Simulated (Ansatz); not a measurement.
Start from BeTe in the rock salt structure (space group Fm-3m, No. 225; a = 5.362 Å; a hypothetical phase, not in the database extracts checked; relaxed with 0.1 eV smearing). Axes: x, y, z lie along the cube axes.

All numbers come from DFT with PBE, PAW potentials and a 420 eV plane-wave cutoff in Ansatz (an electronic-structure program), no SOC, earlier PAW set.

A first run, uniaxial strain ε_xx = −1.21 %, gives secant values C11 ≈ 120 GPa and C12 ≈ 45 GPa from its stress. A second run applies isotropic strain +2.90 %.

What does linear elasticity predict for the bulk modulus −ΔP/(ΔV/V₀) in the second run, and what does the run give?

Linear elasticity: (C11 + 2 C12)/3 = 70 GPa. The run gives 53 GPa; any difference comes from nonlinear terms at these strains and numerical noise.

Whether these cells are dynamically stable was not tested. The final runs are not spin-polarised.
